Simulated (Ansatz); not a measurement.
The parent structure is KI in the rock salt structure (space group Fm-3m, No. 225; a = 7.006 Å).

It is then changed as follows: every lattice vector is stretched by 2.00 %; the atoms relax in the strained cell.

Calculations: PBEsol, PAW, 420 eV (Ansatz, a first-principles code; spin-orbit coupling left out).

Base, band edges from the VBM (valence, conduction): X -0.39, 4.79; W -0.64, 6.38; L -0.36, 5.41; Γ 0.00, 3.87; K -0.41, 5.50; U -0.41, 5.50 eV.

Question: Give the band edges at the high-symmetry points of the new zone, measured from its valence-band maximum.

Answer: 
```csv
point,valence edge (eV),conduction edge (eV)
Γ,0.00,3.75
X,-0.35,4.89
U,-0.36,5.53
K,-0.36,5.53
L,-0.31,5.36
W,-0.57,6.36
```

The gap is 3.75 eV, direct at Γ.

Spin-orbit coupling, missing from the scalar runs, can matter with I. Whether these cells are dynamically stable was not tested.
